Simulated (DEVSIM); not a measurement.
System: Schottky contact on n-type β-Ga2O3, at 300 K.

Layer 1 from the left is β-Ga2O3, thickness (μm) 0.420, Nd (cm⁻³) 1.5e15, τn (s) 5.4e-10, τp (s) 5.4e-10. Layer 2 from the left is β-Ga2O3, thickness (μm) 44.0, Nd (cm⁻³) 1.2e18, τn (s) 5.4e-10, τp (s) 5.4e-10.

Left contact: Schottky, work function 5.02 eV, emission velocity 6.1e6 cm/s. Right contact: ohmic. Voltage is applied to the left contact. Recombination: SRH at mid-gap, radiative. Mobility is μmin + (μ − μmin)/(1 + (N/Nref)^α).

Constants are typed, rounded textbook-type inputs, not results; the design itself was drawn at random and stands for no fabricated device. Values at 300 K.

β-Ga2O3: gap (eV) 4.8, affinity (eV) 4, permittivity 10, Nc (cm⁻³) 3.7e18, Nv (cm⁻³) 5e20, μn (cm²/Vs) 160, μp (cm²/Vs) 1, μn,min 20, μp,min 0.1, Nref,n 1e18, Nref,p 1e18, αn 0.8, αp 0.8, B (cm³/s) 1e-12.

Model (solved in DEVSIM): 1D drift-diffusion, Boltzmann statistics, complete ionisation; no tunnelling, impact ionisation, image-force lowering or self-heating. Metal contacts follow the ideal Schottky-Mott rule: no Fermi-level pinning, no interface dipoles.

Dark forward current:

```csv
|V| (V),|J| (A/cm²)
0.05,6.340e-11
0.10,4.870e-10
0.15,3.319e-9
0.20,2.221e-8
0.25,1.478e-7
0.30,9.788e-7
0.35,6.450e-6
0.40,4.223e-5
0.45,0.0002743
0.50,0.001762
0.55,0.01114
0.60,0.06874
0.65,0.4050
0.70,2.161
0.75,9.284
0.80,28.21
0.85,61.28
0.90,105.8
0.95,158.6
1.00,217.4
1.05,281.1
1.10,348.7
1.15,419.7
1.20,493.7
1.25,570.5
1.30,649.7
```

### Question
Work out the local ideality factor n = ΔV / (kT/q · ln(J2/J1)) between the rows 0.15 and 0.20 V, 1.25 and 1.30 V.

### Answer
kT/q = 25.85 mV. From 0.15 to 0.20 V: ln(2.221e-8/3.319e-9) = 1.901, n = 1.02, near the 1 of diffusion or emission over a barrier. From 1.25 to 1.30 V: ln(649.7/570.5) = 0.130, n = 14.88.

### Question
Estimate the current at 0.35 V for emission alone, J0 = q v N_band exp(−φB/kT), and read the barrier back from the simulated current.

### Answer
φB = 1.020 eV, N_band = 3.70e18 cm⁻³, J0 = 2.64e-11 A/cm²; J = J0 (exp(qV/kT) − 1) = 2.00e-5 A/cm². The simulation gives 6.45e-6 A/cm²; the estimate lies 210 % above. Read backwards, the simulated current gives an apparent barrier of 1.049 eV. The estimate leaves out transport through the depletion region and minority injection.
